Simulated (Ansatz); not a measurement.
## Effect of pressure 15 GPa on MgTe

Consider MgTe in the zinc blende structure (space group F-43m, No. 216; a = 6.4393 Å).

The change: cell and atoms relaxed at a pressure of 15 GPa.

Computed with PBEsol, PAW, 420 eV (Ansatz, a quantum-chemistry and plane-wave program; scalar-relativistic without spin-orbit coupling). Γ-centred 9×9×9 mesh, Fermi–Dirac width 0.05 eV.

The density goes up by 1.07 g/cm³ (3.78 g/cm³ → 4.85 g/cm³) and the shortest interatomic distance falls by 0.2218 Å, from 2.788 Å to 2.567 Å. The enthalpy H = E + PV relative to the base's energy is +2.71 eV/atom and the band gap shrinks by 0.10 eV (2.35 eV → 2.25 eV). The gap character goes from direct at Γ to indirect, Γ → X and the width of the top valence band increases by 0.65 eV, from 1.49 eV to 2.14 eV. The electron mass changes from 0.16 mₑ (at Γ) to 0.56 mₑ along k, 0.27 mₑ across (at X) and the hole mass (degenerate bands, along [100]) becomes 0.21, 0.70, 0.70 mₑ (at Γ) (base: 0.19, 0.88, 0.88 mₑ (at Γ)). The valley order (the lowest conduction-band minima on the path, energy above the VBM, named in the base's zone) becomes X along ⟨100⟩ 2.25 eV; Γ 3.54 eV (base: Γ 2.35 eV; X along ⟨100⟩ 2.71 eV; L along ⟨111⟩ 3.18 eV).

Spin-orbit coupling, missing from the scalar runs, can matter with Te. Load acts through the strain it causes; cell and atoms are relaxed under it. Masses are band curvatures over ±0.01 Å⁻¹ around the edge. Along k means along the line from Γ to the band edge. Whether these cells are dynamically stable was not tested. Tetrahedral semiconductors of this kind turn to denser phases somewhere between about 1 and 50 GPa; those were not computed, so compressed cells here can lie past the real transition.
